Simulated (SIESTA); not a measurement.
A self-consistent single point of MgAl (P-6m2, 2 atoms in the cell) with SIESTA.

Level of theory: SIESTA with GGA PBEsol, numerical atomic orbitals DZP, PseudoDojo PBEsol standard norm-conserving potentials (rewritten from UPF to PSML).

```
MgAl
1.0
    2.99384     0.00000     0.00000
   -1.49692     2.59274     0.00000
    0.00000     0.00000     4.85148
Mg Al
1 1
Direct
  0.00000   0.00000   0.50000
  0.33333   0.66667   0.00000
```

Reference input (self-consistent single point, DFT, LDA PW92, numerical atomic orbitals DZP, PseudoDojo LDA standard norm-conserving potentials (rewritten from UPF to PSML)): XC.functional = LDA; XC.authors = PW92; potentials = PseudoDojo LDA standard; PAO.BasisSize = DZP; PAO.EnergyShift = 0.01 Ry; MeshCutoff = 400 Ry; kgrid.MonkhorstPack = 10 10 6; OccupationFunction = MP; OccupationMPOrder = 0; ElectronicTemperature = 1160.45 K; MaxSCFIterations = 150; SCF.Mixer.Method = Pulay. This run's input differs from it in these lines:

```diff
@@ -1,2 +1,2 @@
-# files in the folder: Mg.psml Al.psml (PseudoDojo LDA standard)
+# files in the folder: Mg.psml Al.psml (PseudoDojo PBEsol standard)
 SystemName  MgAl
@@ -22,4 +22,4 @@
 
-XC.functional                LDA
-XC.authors                   PW92
+XC.functional                GGA
+XC.authors                   PBEsol
 PAO.BasisSize                DZP
```

Output (repeated stretches shortened):

```
        iscf     Eharris(eV)        E_KS(eV)     FreeEng(eV)     dDmax    Ef(eV) dHmax(eV)
   scf:    1    -1669.120365    -1675.429778    -1675.434978  1.397382 -3.922205  5.338894
   scf:    2    -1675.853619    -1675.671866    -1675.674825  0.124631 -3.848008  3.084469
   scf:    3    -1675.728488    -1675.720355    -1675.723862  0.095373 -3.830184  0.827141
   scf:    4    -1675.717889    -1675.722932    -1675.726770  0.040202 -3.870877  0.247717
   scf:    5    -1675.726795    -1675.725882    -1675.729744  0.021625 -3.862725  0.008023
   scf:    6    -1675.725822    -1675.725865    -1675.729731  0.002432 -3.864627  0.016649
   scf:    7    -1675.725910    -1675.725891    -1675.729749  0.001382 -3.864074  0.003381
   scf:    8    -1675.725895    -1675.725894    -1675.729749  0.000311 -3.863996  0.000287
   scf:    9    -1675.725894    -1675.725894    -1675.729749  0.000029 -3.863988  0.000024
SCF Convergence by DM+H criterion
max |DM_out - DM_in|         :     0.0000289759
max |H_out - H_in|      (eV) :     0.0000238867
SCF cycle converged after 9 iterations

Using DM_out to compute the final energy and forces

siesta: E_KS(eV) =            -1675.7259

siesta: E_KS - E_eggbox =     -1675.7259

siesta: Atomic forces (eV/Ang):
     1   -0.000009    0.000005    0.000000
     2    0.000009   -0.000005   -0.000000
   Tot   -0.000000    0.000000    0.000000
   Max    0.000009
   Res    0.000006    sqrt( Sum f_i^2 / 3N )
   Max    0.000009    constrained

Stress tensor Voigt[x,y,z,yz,xz,xy] (kbar):      -35.52      -35.22      -32.36       -0.00       -0.00        0.26
(Free)E + p*V (eV/cell)    -1674.9219
Target enthalpy (eV/cell)    -1675.7297

siesta: Program's energy decomposition (eV):
siesta: FreeEng =     -1675.729749

   [... lines left out ...]
siesta: Cell volume =         37.658409 Ang**3
siesta:          34.36845918         34.36858240  kBar
   [... lines left out ...]
               3s      3s      3py     3pz     3px     3py     3pz     3px
               3Pdxy   3Pdyz   3Pdz2   3Pdxz   3Pdx2-y2
   2  3.286   1.121   0.104   0.272   1.028   0.272   0.124  -0.256   0.124
              0.124   0.067   0.113   0.067   0.124

mulliken: Qtot =       13.000

Mulliken Atomic Populations:
Atom #   charge [q] valence [e]  Species
     1     0.285834    9.714166  Mg
     2    -0.285834    3.285834  Al
 Total    -0.000000
```

The run converged in 9 iterations. Against the reference run the pressure goes from 1.74 to 3.44 GPa.

The starting cell comes from a database of computed structures (which also holds hypothetical and non-ambient phases and stackings), without a prior relaxation at this level. Values carry the incompleteness of an atom-centred basis. With a pressure of about 3 GPa the cell is away from its equilibrium volume at this level.
